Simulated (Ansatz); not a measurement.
Here is the system:

```
CELL_PARAMETERS angstrom
      4.19659     0.00000     0.00000
     -2.09830     3.63436     0.00000
      0.00000     0.00000     6.88208
ATOMIC_POSITIONS crystal
  Cd 0.33333 0.66667 0.99992
  Cd 0.66667 0.33333 0.49992
  S  0.33333 0.66667 0.37488
  S  0.66667 0.33333 0.87488
```

No spin polarisation.

The values are results of PBE, PAW, 420 eV (Ansatz, a program for electronic structure; spin-orbit coupling left out), earlier PAW set, not measurements. Γ-centred 9×9×5 mesh, Fermi–Dirac width 0.05 eV.

Question: Predict the valence-band top at Γ, band gap, gap character and space group.

Answer: 
- Valence-band top at Γ (three highest levels, from the VBM) = 0.00, 0.00, -0.06 eV
- Band gap = 1.08 eV
- Gap character = direct at Γ
- Space group = P6_3mc (No. 186)

The cells carry an imposed strain or load. Whether these cells are dynamically stable was not tested. The cell was made from CdS in the wurtzite structure (space group P6_3mc, No. 186) by this change: uniaxial strain ε_zz = +0.76 %.
